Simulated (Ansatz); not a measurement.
Results of PBEsol in Ansatz (plane waves, PAW) for GaSb (Immm, No. 71, 2 atoms in the cell; start mp-684664; a measured phase of this formula has another space group).

From the output:

```
Crystal: 2 atoms, lattice volume = 45.449 Å³
Basis set: ecut = 520 eV, 1235 PW (Γ), exchange–correlation on 64×64×64 points (8 copies of the dense FFT grid, shifted against one another)
Bands: 18, of which v1, the nominal top of the filled ones, is band 14 counted from 1 (13 counted from 0)
Symmetry: 8 space group operations
Space group: Immm (ITA 71), of the structure as read, at distance tolerance 3.6e-5 Å
k-points: 1166 of 8000
Functional: x = pbesol(κ = 0.804, μ = 0.12345679012345678), c = pbesol(β = 0.046)
SCF iter   1: F=—  HF=-10151.266871 eV  |F-HF|=—  |Δ(HF+E_count)|=         —  Δρ=2.69e-3  dr2=2.67e-3
SCF iter   2: F=—  HF=-10151.264604 eV  |F-HF|=—  |Δ(HF+E_count)|=   2.27e-3  Δρ=1.43e-3  dr2=8.12e-4
  ...
SCF iter   9: F=—  HF=-10151.264243 eV  |F-HF|=—  |Δ(HF+E_count)|=   1.58e-9  Δρ=1.27e-6  dr2=4.76e-10
SCF iter  10: F=-10151.264243 eV  HF=-10151.264243 eV  |F-HF|=1.82e-12  |Δ(HF+E_count)|=  2.91e-10  Δρ=5.27e-8  dr2=1.37e-12
SCF 1 converged in 10 iterations: F = -10151.264243 eV  dr2 = 1.37e-12
SCF converged after 10 iterations
Free energy (F): -10151.264243 eV
Internal energy: -10151.257738 eV  (E = F + TS)
E sigma→0 (E₀):  -10151.260991 eV
Fermi energy:    10.688104 eV
--- Stress (GPa, compression-positive) ---
       -0.004581       0.000000       0.000000
        0.000000      -0.005404       0.000000
        0.000000       0.000000       0.001775
  P = ⅓ Tr σ = -0.0027 GPa (-0.027 kbar)
```

Question: Write an input file that could have produced this run (the log leaves some choices open).

Answer: One answer among several that fit: 
Ansatz 0.2 input:
```yaml
crystal:
  lattice:
    - [-1.5783535656, 2.5447713429, 2.8288657877]
    - [1.5783535656, -2.5447713429, 2.8288657877]
    - [1.5783535656, 2.5447713429, -2.8288657877]
  atoms:
    - { symbol: Ga, position: [0.0, 0.0, 0.0] }
    - { symbol: Sb, position: [0.5, 0.5, 0.0] }
basis:
  ecutwfc: 520
  ecutrho_ratio: 4
  xc_grid: 2
kpoints:
  mp_grid: { grid: [20, 20, 20] }
hamiltonian:
  xc: pbesol
  dispersion: none
  pseudopotentials: { kind: paw }
scf:
  occupations: { method: fermi_dirac, width: 0.05 }
  convergence: { dr2_threshold: 0.0000000002 }
output:
  forces: true
  stress: true
  eigenvalues: true
```

The PAW data were made under PBE.

A start named mp-… is a Materials Project structure, which need not be a measured phase.

Ansatz is an electronic-structure program.
